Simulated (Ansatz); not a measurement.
## Response to strain in hypothetical cubic perovskite CsVO3

The parent structure is CsVO₃ in the cubic perovskite structure (space group Pm-3m, No. 221; a hypothetical phase, not in the database extracts checked).

```
CsVO3
1.0
    3.96519     0.00000     0.00000
    0.00000     3.96519     0.00000
    0.00000     0.00000     3.96519
Cs V O
1 1 3
Direct
  0.00000   0.00000   0.00000
  0.50000   0.50000   0.50000
  0.00000   0.50000   0.50000
  0.50000   0.50000   0.00000
  0.50000   0.00000   0.50000
```

Cartesian axes are those of the cell as printed.

Strains are applied to the cell and any free atomic positions relax; under biaxial strain the out-of-plane vector relaxes too; under stress the whole cell relaxes.

All numbers come from Ansatz (a first-principles code), r2SCAN, PAW, cutoff 500 eV, spin-orbit coupling left out.

Notes on the quantities. pressure: mean of the normal stresses, compression positive.

| variant | pressure | band gap | shortest interatomic distance |
|---|---|---|---|
| base | 0.0 GPa | 0.09 eV | 1.983 Å |
| biaxial strain −1.56 %, plane normal [111], relaxed out of plane | ? | zero | ? |
| biaxial strain +2.31 %, plane normal [111], relaxed out of plane | -5.7 GPa | zero | 2.007 Å |
| isotropic strain −5.12 % | 38.5 GPa | zero | 1.881 Å |
| isotropic strain −0.74 % | 4.00 GPa | 0.06 eV | 1.968 Å |
| isotropic strain +0.98 % | -4.66 GPa | 0.12 eV | 2.002 Å |
| tensor shear ε_xz = −1.41 % | 0.1 GPa | zero | 1.983 Å |
| uniaxial stress, 2 GPa tension along z | – | 0.08 eV | 1.977 Å |

Q: Some entries are withheld; estimate them.

A: 
- biaxial strain −1.56 %, plane normal [111], relaxed out of plane, pressure: 4.5 GPa
- biaxial strain −1.56 %, plane normal [111], relaxed out of plane, shortest interatomic distance: 1.967 Å

Beyond what the load breaks, stability against distortions was not tested. Seeded moments were not kept for the base. No Hubbard U is applied, and correlation can decide whether such a compound is a metal. The final runs are not spin-polarised. Many cubic perovskites are stable only at high temperature; tilts and polar distortions were not tested. Gaps under 0.05 eV, about the width of the smearing, are given as zero. The zero or small gap of CsVO3 can change with the level of theory.
